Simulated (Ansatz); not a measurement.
## SnO: energy against volume

SnO (litharge, P4/nmm, 17.516 Å³/atom and stress up to 0.01 GPa in the relaxed cell, c along z) under hydrostatic pressure, with the cell free. PBE-D3(BJ) in Ansatz, a plane-wave DFT program (PAW, default set), 420 eV, 12×12×10 Γ-centred mesh, Fermi-Dirac smearing 0.05 eV; ions are relaxed, or left where forces stay under 0.02 eV/Å, within the symmetry of each cell.

Here V stands for volume and E for E less E0.

```csv
volume (Å³/atom),E less E0 (meV/atom),pressure (GPa)
19.1663,11.91,-2.00
18.1365,1.96,-1.00
17.5163,0.00,0.00
17.3660,0.16,0.30
17.1780,0.76,0.69
16.8455,3.09,1.49
16.3170,?,?
```

### Question
Using the third-order Birch-Murnaghan form, a cubic in V^(-2/3), estimate the missing E at V = 16.3170 from the other rows, showing the fit.

### Answer
With u = V^(-2/3) - 0.147, the rows have u = -0.007371, -0.002135, 0.001265, 0.002119, 0.003205, 0.005175. Least squares gives E = 0.262 - 433.31·u + 175401·u² + 2686203·u³. Residuals (row less fit): 0.000, 0.000, 0.000, 0.003, -0.003, 0.001; standard error 0.003 (degrees of freedom: 2). Its minimum lies at u = 0.001202, so V0 = (0.148202)^(-3/2) = 17.53. There d²E/du² = 370200 and d³E/du³ = 1.612e7, so B0 = (4/9) × 17.53^(-7/3) × 370200 × 0.160218 = 33.0 GPa (the last factor turns the table's units into GPa), and B0' = 4 + (2/3) × 0.148202 × (1.612e7)/370200 = 8.3. B0' rests on the cubic coefficient alone and has a standard error of 0.1 from these residuals. At the withheld row, u = 0.008444, so E = 0.262 - 433.31 × 0.008444 + 175401 × 0.008444² + 2686203 × 0.008444³ = 10.727 meV/atom. The calculation gives 10.55 meV/atom, 0.177 meV/atom below the prediction (1.5 % of the range of E in the table). The row lies outside the fitted rows, so this is an extrapolation. The scatter of the fitted rows lies at the last printed digit.

This level leaves no gap over 0.05 eV at pressure 0.0, 0.3, 0.7, 1.5, 3.0 GPa. Other structures, which can take over under pressure, weren't tried. The same form fitted to the pressure column gives B0' = 8.3; series where the two differ by over 0.4 aren't shown. Rows are the converged runs of the series near zero and its far end, less any whose ions stayed unrelaxed beside relaxed ones; series whose fitted rows scatter by over a few per cent of the range, as at a crossing or softening among them, aren't shown in this form.
